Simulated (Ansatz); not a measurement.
A working Ansatz (an electronic-structure program) input for Yb₂AlB₆ (Pbam, 36 atoms in the cell) (DFT, LDA (PW92), plane waves, default PAW files made with PBE):

Ansatz 0.2 input:
```yaml
crystal:
  lattice:
    - [9.275770, 0.000000, 0.000000]
    - [0.000000, 11.646798, 0.000000]
    - [0.000000, 0.000000, 3.642419]
  atoms:
    - { symbol: Yb, position: [0.822000, 0.086000, 0.000000], spin: 1.0 }
    - { symbol: Yb, position: [0.178000, 0.914000, 0.000000], spin: 1.0 }
    - { symbol: Yb, position: [0.322000, 0.414000, 0.000000], spin: 1.0 }
    - { symbol: Yb, position: [0.678000, 0.586000, 0.000000], spin: 1.0 }
    - { symbol: Al, position: [0.148000, 0.192000, 0.000000] }
    - { symbol: Al, position: [0.852000, 0.808000, 0.000000] }
    - { symbol: Al, position: [0.648000, 0.308000, 0.000000] }
    - { symbol: Al, position: [0.352000, 0.692000, 0.000000] }
    - { symbol: B, position: [0.480000, 0.290000, 0.500000] }
    - { symbol: B, position: [0.520000, 0.710000, 0.500000] }
    - { symbol: B, position: [0.980000, 0.210000, 0.500000] }
    - { symbol: B, position: [0.020000, 0.790000, 0.500000] }
    - { symbol: B, position: [0.050000, 0.060000, 0.500000] }
    - { symbol: B, position: [0.950000, 0.940000, 0.500000] }
    - { symbol: B, position: [0.550000, 0.440000, 0.500000] }
    - { symbol: B, position: [0.450000, 0.560000, 0.500000] }
    - { symbol: B, position: [0.300000, 0.240000, 0.500000] }
    - { symbol: B, position: [0.700000, 0.760000, 0.500000] }
    - { symbol: B, position: [0.800000, 0.260000, 0.500000] }
    - { symbol: B, position: [0.200000, 0.740000, 0.500000] }
    - { symbol: B, position: [0.110000, 0.470000, 0.500000] }
    - { symbol: B, position: [0.890000, 0.530000, 0.500000] }
    - { symbol: B, position: [0.610000, 0.030000, 0.500000] }
    - { symbol: B, position: [0.390000, 0.970000, 0.500000] }
    - { symbol: Yb, position: [0.444000, 0.133000, 0.000000], spin: 1.0 }
    - { symbol: Yb, position: [0.556000, 0.867000, 0.000000], spin: 1.0 }
    - { symbol: Yb, position: [0.944000, 0.367000, 0.000000], spin: 1.0 }
    - { symbol: Yb, position: [0.056000, 0.633000, 0.000000], spin: 1.0 }
    - { symbol: B, position: [0.250000, 0.075000, 0.500000] }
    - { symbol: B, position: [0.750000, 0.925000, 0.500000] }
    - { symbol: B, position: [0.750000, 0.425000, 0.500000] }
    - { symbol: B, position: [0.250000, 0.575000, 0.500000] }
    - { symbol: B, position: [0.140000, 0.310000, 0.500000] }
    - { symbol: B, position: [0.860000, 0.690000, 0.500000] }
    - { symbol: B, position: [0.640000, 0.190000, 0.500000] }
    - { symbol: B, position: [0.360000, 0.810000, 0.500000] }
basis:
  ecutwfc: 420.0 eV
kpoints:
  mp_grid: { grid: [2, 1, 4] }
hamiltonian:
  xc: lda
  pseudopotentials: { kind: paw }
magnetization:
  spin_polarized: true
scf:
  occupations: { method: fermi_dirac, width: 0.1 eV }
output:
  forces: true
  eigenvalues: true
  stress: true
```

The run converged in 17 iterations: free energy E − TS (on the zero of these files) -114147.8417 eV; Fermi level (on the code's own zero) 12.99 eV; pressure -13.60 GPa; largest force (vector length) 2.067 eV/Å; size of the cell's spin moment 0.00 μB. Each of these slips is then made, one at a time:

(1)
```diff
-  mp_grid: { grid: [2, 1, 4] }
+  mp_grid: { grid: [1, 1, 1] }
-  occupations: { method: fermi_dirac, width: 0.1 eV }
+  occupations: { method: fermi_dirac, width: 0.001 eV }
```

(2)
```diff
-scf:
+SCF:
```

### Question
How does each altered input end?

### Answer

(1) A very narrow smearing on a coarse mesh in a metal. The run converged in 15 iterations without an error; against the sound input the free energy rises by 836 meV/atom, the pressure goes from -13.60 to -9.64 GPa, the largest force goes from 2.067 to 1.576 eV/Å and the size of the net moment goes from 0.00 to 0.06 μB/atom.

(2) A keyword that the program does not know. The program stopped before any SCF iteration.
```
Error: YAML parse error: error: line 52 column 1: unknown field `SCF`, expected one of crystal, accuracy, basis, kpoints, hamiltonian, magnetization, projection, total_charge, correlation, batch, efield, external_charges, scf, relax, neb, saddle, md, ramp, phonons, dielectric, real_time, elastic, magnetic_configurations, gw, evaluate, workflow, out [...]
```

The starting cell comes from a database of published, mostly measured structures (it also holds non-ambient and calculated ones), without a prior relaxation at this level. Its lattice was rescaled by a random factor within 2.5 % of one. The starting moments vanished: the run ended non-magnetic, which need not be the lowest state. The program warned that a starting moment was not kept. In the base run, with a pressure of about -14 GPa the cell is away from its equilibrium volume at this level. In the base run, forces exceed 1 eV/Å. Ansatz's pressure includes its estimate of the finite-basis (Pulay) stress. Without a gap this mesh is coarse (it stands for a supercell whose shortest vector is 12 Å).

Left out of this page: 4 runs of the series outside the window shown, repeating another row's setting, or not comparable.
